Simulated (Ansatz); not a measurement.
Electronic density of states of amorphous hafnia (Hf18O35), density 9.13 g/cm³, on a 2×2×2 Γ-centred mesh with a Gaussian width of 0.1 eV; energies count from the Fermi level, whose place inside the gap is arbitrary. Cell and mesh are small, so fine structure isn't converged. Level of theory: PBE, scalar-relativistic without spin-orbit coupling (plane waves to 420 eV, PAW; Ansatz, an electronic-structure program). Sampling: a 2×2×2 Γ-centred mesh; Fermi-Dirac width 0.02 eV; no spin polarisation. The usual formal charges leave 2 electrons over, so the level spacing at the Fermi energy parts defect or band states and needn't be the band gap.

The cell was made by melting and quenching with the CHGNet potential and then relaxed with DFT. O atoms were pushed apart under 1.9 Å during the dynamics, to hinder bonds among them. The hot cell started wider than the set density and was brought back towards it in steps. It is the lowest in DFT energy of 2 quenches. It is a model cell: composition and starting density were chosen by hand, and all elements were melted together. No dispersion term was used. Its density started from a set value of 9.13 and ended at 9.13 g/cm³. Cooling (nominally 450 K/ps over its main leg) ran many orders faster than in experiment, which tends to leave more defects and strain. One small periodic cell is one sample of the glass; other quenches scatter about these values. The volume was held where the preparation left it, at a PBE pressure of -1.8 GPa (tension). Stress components on the final sampling reach 2.3 GPa. On a 2×2×2 Γ-centred mesh force components of up to 0.19 eV/Å stay, since the relaxation ran on the zone centre alone.

```csv
E - EF (eV),states/(eV atom)
-12.00,0.00
-11.90,0.00
-11.80,0.00
-11.70,0.00
-11.60,0.00
-11.50,0.00
-11.40,0.00
-11.30,0.00
-11.20,0.00
-11.10,0.00
-11.00,0.00
-10.90,0.00
-10.80,0.00
-10.70,0.00
-10.60,0.00
-10.50,0.00
-10.40,0.00
-10.30,0.00
-10.20,0.00
-10.10,0.00
-10.00,0.00
-9.90,0.00
-9.80,0.00
-9.70,0.00
-9.60,0.00
-9.50,0.00
-9.40,0.00
-9.30,0.00
-9.20,0.00
-9.10,0.00
-9.00,0.00
-8.90,0.00
-8.80,0.00
-8.70,0.00
-8.60,0.03
-8.50,0.13
-8.40,0.29
-8.30,0.37
-8.20,0.43
-8.10,0.54
-8.00,0.62
-7.90,0.57
-7.80,0.50
-7.70,0.61
-7.60,0.64
-7.50,0.73
-7.40,0.78
-7.30,0.72
-7.20,0.73
-7.10,0.84
-7.00,0.88
-6.90,0.87
-6.80,0.82
-6.70,0.83
-6.60,0.88
-6.50,0.78
-6.40,0.80
-6.30,0.86
-6.20,0.80
-6.10,0.80
-6.00,0.82
-5.90,0.81
-5.80,0.84
-5.70,0.87
-5.60,0.82
-5.50,0.84
-5.40,0.89
-5.30,0.87
-5.20,0.86
-5.10,0.91
-5.00,0.89
-4.90,0.88
-4.80,0.93
-4.70,0.95
-4.60,0.93
-4.50,1.00
-4.40,1.03
-4.30,0.96
-4.20,0.94
-4.10,0.92
-4.00,0.87
-3.90,0.72
-3.80,0.70
-3.70,0.70
-3.60,0.58
-3.50,0.42
-3.40,0.28
-3.30,0.28
-3.20,0.22
-3.10,0.06
-3.00,0.00
-2.90,0.00
-2.80,0.00
-2.70,0.00
-2.60,0.00
-2.50,0.00
-2.40,0.00
-2.30,0.00
-2.20,0.00
-2.10,0.00
-2.00,0.00
-1.90,0.00
-1.80,0.00
-1.70,0.00
-1.60,0.00
-1.50,0.00
-1.40,0.00
-1.30,0.00
-1.20,0.00
-1.10,0.00
-1.00,0.00
-0.90,0.01
-0.80,0.06
-0.70,0.11
-0.60,0.13
-0.50,0.06
-0.40,0.01
-0.30,0.00
-0.20,0.00
-0.10,0.00
0.00,0.00
0.10,0.00
0.20,0.00
0.30,0.00
0.40,0.01
0.50,0.10
0.60,0.21
0.70,0.27
0.80,0.38
0.90,0.36
1.00,0.41
1.10,0.49
1.20,0.53
1.30,0.51
1.40,0.55
1.50,0.61
1.60,0.61
1.70,0.61
1.80,0.65
1.90,0.71
2.00,0.81
2.10,0.84
2.20,0.76
2.30,0.72
2.40,0.71
2.50,0.72
2.60,0.72
2.70,0.69
2.80,0.73
2.90,0.75
3.00,0.71
3.10,0.69
3.20,0.74
3.30,0.72
3.40,0.69
```

The level spacing at the Fermi energy on this mesh is 1.08 eV; the broadening fills part of it in the curve.
